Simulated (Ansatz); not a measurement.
Start from Zr in the hcp (Mg type) structure (space group P6_3/mmc, No. 194; a = 3.2304 Å, c = 5.1788 Å; relaxed with 0.1 eV smearing). Axes: x lies along a and z along c of the hexagonal cell.

Level of theory: PBE, PAW, 420 eV (Ansatz, an electronic-structure program; without spin-orbit coupling).

Strains are applied to the cell and any free atomic positions relax; under biaxial strain the out-of-plane vector relaxes too.

One change was made to it. Results:

```json
[
 {"quantity": "pressure (mean of the normal stresses, compression positive)", "base": "0.0 GPa", "after": "2.5 GPa"},
 {"quantity": "shortest interatomic distance", "base": "3.191 Å", "after": "3.150 Å"}
]
```

**Question.** What was done to the base?
A) biaxial strain +2.50 %, plane normal [001], relaxed out of plane
B) biaxial strain +3.00 %, plane normal [001], relaxed out of plane
C) biaxial strain −2.50 %, plane normal [001], relaxed out of plane
D) biaxial strain −1.00 %, plane normal [001], relaxed out of plane

**Answer.** C, biaxial strain −2.50 %, plane normal [001], relaxed out of plane. For comparison, the pressure in the other runs: biaxial strain +3.00 %, plane normal [001], relaxed out of plane gives -2.9 GPa; biaxial strain +2.50 %, plane normal [001], relaxed out of plane gives -2.5 GPa; biaxial strain −1.00 %, plane normal [001], relaxed out of plane gives 1.0 GPa.

Whether these cells are dynamically stable was not tested. The final runs are not spin-polarised.
